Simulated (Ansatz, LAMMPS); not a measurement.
Ge well of 8 atomic layers along [001] in random Si0.2Ge0.8, interfaces graded over 8 layers. Cell 17.11 × 17.11 × 45.92 Å, Si73Ge503, 576 atoms. Prepared with LAMMPS with Tersoff's 1989 multicomponent potential (SiCGe.tersoff): minimisation. 

Basis: localised support functions (accuracy medium) on a full density matrix. k-points: zone centre alone; occupations: Fermi-Dirac, 0.010 eV; spin polarisation not allowed. Spin-orbit coupling is left out.

What is the computed gap and bonding (Ansatz (a program for electronic structure) with PBE, support functions at accuracy medium on the grid of 370 eV)?


electronic character of the cell: no gap resolved at this smearing
coordination (neighbours within 2.971 Å): 100.0 % 4-fold
Ge-Ge bonds, mean ± spread: 2.487 ± 0.005 Å
Ge-Si bonds, mean ± spread: 2.439 ± 0.006 Å
Si-Si bonds, mean ± spread: 2.396 ± 0.007 Å
bond angles, mean ± spread: 109.5° ± 0.9°
pressure: 0.20 GPa
